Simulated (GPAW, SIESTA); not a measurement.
A GPAW input for a self-consistent single point of MgSiH2O4 (Pm, 8 atoms in the cell) (DFT PBEsol, plane waves, GPAW PAW datasets PBEsol (made by gpaw-setup)):

```python
from ase import Atoms
from ase.units import GPa
from gpaw import GPAW, PW, FermiDirac

atoms = Atoms(['Mg', 'Si', 'H', 'H', 'O', 'O', 'O', 'O'],
              cell=[[4.335050, 0.000000, 0.000000],
                    [0.000000, 2.859610, 0.000000],
                    [-0.279886, 0.000000, 4.792975]],
              scaled_positions=[[0.500360, 0.500000, 0.475390],
                                [0.000980, 0.000000, 0.002470],
                                [0.978520, 0.000000, 0.516910],
                                [0.465350, 0.500000, 0.971460],
                                [0.223710, 0.000000, 0.309090],
                                [0.248090, 0.500000, 0.859420],
                                [0.802590, 0.000000, 0.658650],
                                [0.771890, 0.500000, 0.106420]],
              pbc=True)

calc = GPAW(mode=PW(900),
            xc='PBEsol',
            kpts={'size': (4, 6, 4), 'gamma': True},
            occupations=FermiDirac(0.0),
            nbands=-6,
            convergence={'forces': 0.001, 'bands': -4},
            symmetry={'symmorphic': False, 'tolerance': 0.0005},
            maxiter=120,
            txt='-')

atoms.calc = calc

energy = atoms.get_potential_energy()
print('Energy (eV):', round(energy, 6))
forces = atoms.get_forces()
print('Forces (eV/Ang):')
print(forces.round(5))
stress = atoms.get_stress()
print('Stress (GPa, Voigt):', (stress / GPa).round(4))
```

**Question.** Give the SIESTA input for the same structure, mesh, smearing and functional.

**Answer.** This is the input that was run; spellings and numerical settings could be chosen otherwise.

```
# files in the folder: Mg.psml Si.psml H.psml O.psml (PseudoDojo PBEsol standard)
SystemName  MgSi(HO2)2
SystemLabel siesta

NumberOfAtoms                8
NumberOfSpecies              4
%block ChemicalSpeciesLabel
  1 12 Mg
  2 14 Si
  3 1 H
  4 8 O
%endblock ChemicalSpeciesLabel
LatticeConstant              1.0 Bohr
%block LatticeVectors
     8.192057237    0.000000000    0.000000000
     0.000000000    5.403879723    0.000000000
    -0.528907886    0.000000000    9.057410072
%endblock LatticeVectors
AtomicCoordinatesFormat      Fractional
%block AtomicCoordinatesAndAtomicSpecies
     0.500360000    0.500000000    0.475390000  1
     0.000980000    0.000000000    0.002470000  2
     0.978520000    0.000000000    0.516910000  3
     0.465350000    0.500000000    0.971460000  3
     0.223710000    0.000000000    0.309090000  4
     0.248090000    0.500000000    0.859420000  4
     0.802590000    0.000000000    0.658650000  4
     0.771890000    0.500000000    0.106420000  4
%endblock AtomicCoordinatesAndAtomicSpecies

XC.functional                GGA
XC.authors                   PBEsol
PAO.BasisSize                DZP
PAO.EnergyShift              0.01 Ry
MeshCutoff                   400 Ry
%block kgrid.MonkhorstPack
    4   0   0  0.0
    0   6   0  0.0
    0   0   4  0.0
%endblock kgrid.MonkhorstPack
OccupationFunction           FD
ElectronicTemperature        10 K

MaxSCFIterations             150
SCF.Mixer.Method             Broyden
SCF.Mixer.Weight             0.25
SCF.Mixer.History            6
SCF.DM.Tolerance             1.0E-04
Diag.ParallelOverK           true
WriteForces                  true
Charge.Mulliken              end
```

Basis settings and potentials, where a program has them, do not carry over. This input uses DFT, GGA PBEsol, numerical atomic orbitals DZP, PseudoDojo PBEsol standard norm-conserving potentials (rewritten from UPF to PSML).

The starting cell comes from a database of computed structures (which also holds hypothetical and non-ambient phases and stackings), without a prior relaxation at this level.
